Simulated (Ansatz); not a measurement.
# CdS, response to strain

Consider CdS in the wurtzite structure (space group P6_3mc, No. 186; a = 4.196 Å, c = 6.830 Å). Axes: x lies along a and z along c of the hexagonal cell.

Strains are applied to the cell and any free atomic positions relax; under biaxial strain the out-of-plane vector relaxes too.

Method: Ansatz (a first-principles code), PBE, PAW, cutoff 420 eV, scalar-relativistic without spin-orbit coupling.

```csv
"biaxial strain, plane normal [001], relaxed out of plane (%)",band gap (eV)
0,1.11
0.6,1.11
1.2,?
1.8,1.05
2.4,1.02
3,0.99
```

### Question
Fit E_g = E₀ + Dε (ε in %) to the rows shown and predict the withheld row.

### Answer
Least squares on the printed values gives E₀ = 1.12 eV, D = -42.4 meV per % of strain (largest residual 0.01 eV); this predicts 1.07 eV, and the run gives 1.09 eV, 0.02 higher.

Stability against distortions was not tested.
